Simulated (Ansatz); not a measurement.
Input:

```xyz
2
Lattice="0.0000 2.1851 2.1851 2.1851 0.0000 2.1851 2.1851 2.1851 0.0000" Properties=species:S:1:pos:R:3 pbc="T T T"
Si     1.0926     1.0926     1.0926
C      0.0000     0.0000     0.0000
```

These are PBEsol with spin-orbit coupling, rigid bands (plane waves, PAW; Ansatz, a quantum-chemistry and plane-wave program) values and carry that method's errors. Condition of this run: hydrostatic pressure -2 GPa (the target of the relaxation). Cell: cell and atoms relaxed with PBEsol, then loaded as said.

### Question
What conductivity effective mass do dilute electrons have at 300 K?

### Answer
0.30 mₑ.

### Question
Predict the hole conductivity mass (n e² τ/σ) at 300 K, by direction if it differs.

### Answer
0.70 mₑ.

### Question
And the band gap?

### Answer
1.25 eV at this level; semilocal functionals usually fall short of the measured gap.

Rigid bands, one relaxation time for all states, no polarons.
